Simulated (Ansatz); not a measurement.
Na: uniaxial strain ε_zz = +2.00 %

Take Na in the bcc (W type) structure (space group Im-3m, No. 229; a = 4.173 Å; relaxed with 0.1 eV smearing) as the base. Axes: x, y, z lie along the cube axes.

One thing is altered: the cell is stretched by 2.00 % along z with no lateral relaxation, atoms relaxed at fixed cell.

Calculations: PBEsol/PAW in Ansatz (a first-principles code), no SOC. k-mesh 22×22×22 (Γ-centred); smearing 0.1 eV (Fermi–Dirac).

- Volume per atom: 37.07 Å³ (base 36.35 Å³)
- Space group: I4/mmm (No. 139) (base Im-3m (No. 229))
- Energy relative to the base (free energy F): +0.4 meV/atom
- Pressure (mean of the normal stresses, compression positive): -0.1 GPa (base 0.0 GPa)
- Band gap: zero (base zero)
- Stress (xx, yy, zz, yz, xz, xy; compression positive): (-0.1, -0.1, -0.2, 0.0, 0.0, 0.0) GPa

Final structure:

```yaml
crystal:
  lattice:
    - [-2.08673, 2.08673, 2.12847]
    - [2.08673, -2.08673, 2.12847]
    - [2.08673, 2.08673, -2.12847]
  atoms:
    - { symbol: Na, position: [0.00000, 0.00000, 0.00000] }
```

Stability against distortions was not tested.
